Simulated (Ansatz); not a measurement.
Amorphous silicon oxynitride (Si24O36N8), 68 atoms at 2.53 g/cm³, one PBE-relaxed geometry, zone centre. Methods: PBE, scalar-relativistic without spin-orbit coupling (Ansatz, a quantum-chemistry and plane-wave program); r2SCAN, scalar-relativistic without spin-orbit coupling (Ansatz); PBE0, scalar-relativistic without spin-orbit coupling (Ansatz). Plane waves to 420 eV (r2SCAN 500 eV); exact exchange is cut at the cell's faces. At PBE the levels at the filled edge of the gap are localised (band-tail or defect states), and the nearest spread-out levels lie 4.5 eV apart at the zone centre. All rungs ran without spin polarisation.

A CHGNet melt-quench gave the starting glass, which DFT then relaxed. O and N atoms were pushed apart under 1.9 Å during the dynamics, to hinder bonds among them. The hot cell started wider than the set density and was brought back towards it in steps. It is the lowest in DFT energy of 2 quenches. It is a model cell: composition and starting density were chosen by hand, and all elements were melted together. No dispersion term was used. Its density started from a set value of 2.77 and ended at 2.53 g/cm³. Cooling (nominally 150 K/ps over its main leg) ran many orders faster than in experiment, which tends to leave more defects and strain. A cell of this size samples the disorder only roughly. Volume and shape were free in the relaxation.

The relaxation ran on the zone centre alone. At PBE the level gap is 4.18 eV on a 2×2×2 Γ-centred mesh, and the spacing at the zone centre alone 4.21 eV.

Problem. What zone-centre spacing does r2SCAN give, roughly?

Solution. 4.79 eV (+0.58 eV against PBE).

Problem. What zone-centre spacing does PBE0 give, roughly?

Solution. 6.59 eV (+2.37 eV against PBE).

The highest filled and the lowest empty state spread over these numbers of atoms (participation numbers): PBE: 5.4 and 57.0; r2SCAN: 5.2 and 56.9; PBE0: 5.0 and 56.9.
